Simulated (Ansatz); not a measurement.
Here is the system:

```
CELL_PARAMETERS angstrom
      3.04103     0.00000     0.00000
     -1.52052     2.66344     0.00000
      0.00000     0.00000     5.04859
ATOMIC_POSITIONS crystal
  Si 0.66655 0.33310 0.00021
  Si 0.33345 0.66690 0.50021
  C  0.66575 0.33150 0.62499
  C  0.33425 0.66850 0.12499
```

No spin polarisation.

The values are results of r2SCAN in Ansatz (plane waves to 500 eV, PAW, no SOC), earlier PAW set, not measurements. Γ-centred 12×12×7 mesh, Fermi–Dirac width 0.05 eV.

Question: What gap character does the calculation give?

Answer: Indirect, Γ → Σ₀.

Question: Estimate the hole mass.

Answer: 0.29 mₑ along x, 2.3 mₑ along y, 1.5 mₑ along z (at Γ).

The cells carry an imposed strain or load. Masses are band curvatures over ±0.01 Å⁻¹ around the edge. Stability against distortions was not tested. The cell was made from SiC in the wurtzite structure (space group P6_3mc, No. 186) by this change: uniaxial strain ε_xx = −1.12 %.

Ansatz is a quantum-chemistry and plane-wave program.
